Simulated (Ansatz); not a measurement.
Reference: monolayer SnS, PBE, rigid bands (plane waves, PAW, scalar-relativistic; Ansatz, an electronic-structure program); axes and stresses refer to this cell.

```
SnS
1.0
    4.07998     0.00000     0.00000
    0.00000     4.31556     0.00000
    0.00000     0.00000    18.86692
Sn S
2 2
Direct
  0.75000   0.89652   0.57555
  0.25000   0.39652   0.42445
  0.25000   0.47808   0.56057
  0.75000   0.97808   0.43943
```

The electron conductivity mass is 0.21 mₑ. The band gap is 1.50 eV and the hole conductivity mass is 0.28 mₑ.

Question: Change: biaxial strain -2 %. What happens to electron conductivity mass, band gap, hole conductivity mass?

Answer: electron conductivity mass shrinks to 0.20 mₑ; band gap falls to 1.32 eV; hole conductivity mass shrinks to 0.23 mₑ.

Masses are for dilute carriers at 300 K, harmonic means over directions unless an axis is named. Spin-orbit coupling is left out unless a row names it. The structure type is held under load, also where the real crystal would transform.
